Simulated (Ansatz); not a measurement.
```
CELL_PARAMETERS angstrom
     13.50000     0.00000     0.00000
      0.00000    11.00000     0.00000
      0.00000     0.00000     2.62247
ATOMIC_POSITIONS crystal
  Ti 0.42384 0.50000 0.00000
  Ti 0.57616 0.50000 0.50000
```

The numbers are results of PBE (plane waves to 420 eV, PAW; Ansatz, an electronic-structure program), not measurements. Mesh 1×1×122. Collinear spin, started with parallel moments, and moments remain. One-dimensional cell, images about 11 Å apart. A model structure. Symmetry and one short period hold its shape; lower forms weren't sought. Pairing along the axis, which can open a gap, is among the distortions not tried. No Hubbard term is applied. Fermi–Dirac width 0.02 eV.

Q: Say what this body is, and give its properties.

A: Free triangular strip chain of Ti atoms. A hypothetical model.
```
Quantity                        Value
---------------  --------------------
net spin moment      0.33 μB a period
PBE gap          none (under 0.01 eV)
```
